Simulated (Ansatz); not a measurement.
This Ansatz (a program for electronic structure) input is the reference run, BeTe in the zinc blende structure (space group F-43m, No. 216), computed with LDA, PAW, 420 eV (Ansatz; spin-orbit coupling left out):

Ansatz 0.2 input:
```yaml
crystal:
  lattice:
    - [0, 2.7771222962, 2.7771222962]
    - [2.7771222962, 0, 2.7771222962]
    - [2.7771222962, 2.7771222962, 0]
  atoms:
    - { symbol: Be, position: [0, 0, 0] }
    - { symbol: Te, position: [0.25, 0.25, 0.25] }
basis: { ecutwfc: 420, ecutrho_ratio: 4, xc_grid: 2, fft_grid_basis: typed }
kpoints: { mp_grid: { grid: [10, 10, 10] } }
hamiltonian:
  xc: lda
  dispersion: none
  pseudopotentials: { kind: paw }
scf: { occupations: { method: fermi_dirac, width: 0.05 }, convergence: { dr2_threshold: 0.0000000002 } }
output: { forces: true, stress: true }
checkpoint: { write: state.ck, write_every: 1000 }
```

Question: Write the input for this change: compressive biaxial strain of 2.08 % in the plane normal to [111], as in epitaxy on a mismatched substrate; the out-of-plane cell vector and the atoms relax.

Answer: 
Ansatz 0.2 input:
```yaml
crystal:
  lattice:
    - [3.8457531801, 0, 0]
    - [1.9228765901, 3.3305199507, 0]
    - [1.9228765901, -1.1101733169, 3.2400947545]
  atoms:
    - { symbol: Be, position: [0, 0, 0] }
    - { symbol: Te, position: [0.5, 0.25, 0.75] }
basis: { ecutwfc: 420, ecutrho_ratio: 4, xc_grid: 2, fft_grid_basis: typed }
kpoints: { mp_grid: { grid: [10, 10, 10] } }
hamiltonian:
  xc: lda
  dispersion: none
  pseudopotentials: { kind: paw }
scf: { occupations: { method: fermi_dirac, width: 0.05 } }
relax: { f_tol: 0.005, max_steps: 50, cell: { stress_tol: 0.01, fix: [a, b, gamma] } }
output: { forces: true, stress: true }
checkpoint: { write: state.ck, write_every: 1000 }
```
This is the input that was run; other choices of cell and start would serve too.

Stability against distortions was not tested.
